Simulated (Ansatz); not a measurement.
Base system: SrO in the rock salt structure (space group Fm-3m, No. 225; a = 5.1222 Å).

All numbers come from PBEsol (Ansatz, a program for electronic structure, PAW, no SOC).

Modification: an isotropic linear strain of +2.60 %, atoms relaxed at fixed cell.

### Question
What does the calculation give for the mean gap deformation potential ΔEg/Δln V after the change?

### Answer
The mean gap deformation potential ΔEg/Δln V is +0.5 eV.

Stability against distortions was not tested.
